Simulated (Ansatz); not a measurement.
We consider AlB2-type TiB2, described by LDA in Ansatz (plane waves, PAW).

Settings: plane-wave cutoff 520 eV, 24×24×18 k mesh (along the axes of the cell as run), Fermi–Dirac smearing 0.05 eV, no spin polarisation, scalar-relativistic PAW data made under PBE.

Shape and atoms are relaxed at each volume.

Pressure at four volumes; x = ln(V/8.174 Å³). One pressure is withheld.

```
V (Å³/atom)        x  P (GPa)
-----------  -------  -------
7.847        -0.0408        ?
8.011        -0.0201     5.83
8.174         0.0000     0.00
8.501         0.0392   -10.06
```

Task: Pass a parabola P(x) through the three rows shown, estimate the bulk modulus and its pressure derivative near zero pressure, and predict the withheld pressure.

Result: Slopes between the rows: (0.00 − (5.83))/(0.0000 − (-0.0201)) = -290.05 and (-10.06 − (0.00))/(0.0392 − (0.0000)) = -256.63 GPa. Their difference over the span 0.0593 is c = 33.42/0.0593 = 563.6 GPa, so P(x) = 5.83 + (-290.05)(x − (-0.0201)) + 563.6 (x − (-0.0201))(x − (0.0000)). At the middle row B = −dP/dx = −[-290.05 + 563.6 × 0.0201] = 278.7 GPa, and B′ = dB/dP = 2c/B = 4.0. At x = -0.0408 the parabola gives 12.31 GPa; the run gives 12.25 GPa. The Birch–Murnaghan fit to the energies at all volumes has B0 = 277 GPa and B′ = 3.9.

Measured, for comparison: bulk modulus 240 GPa (room temperature, not corrected to a static lattice, sources range from 233 to 250; as tabulated in Synthesis of Binary Transition Metal Nitrides, Carbides and Borides from the …). Computed less measured: bulk modulus +15 % (+11 % to +19 % over the range).

Ansatz is a quantum-chemistry and plane-wave program.
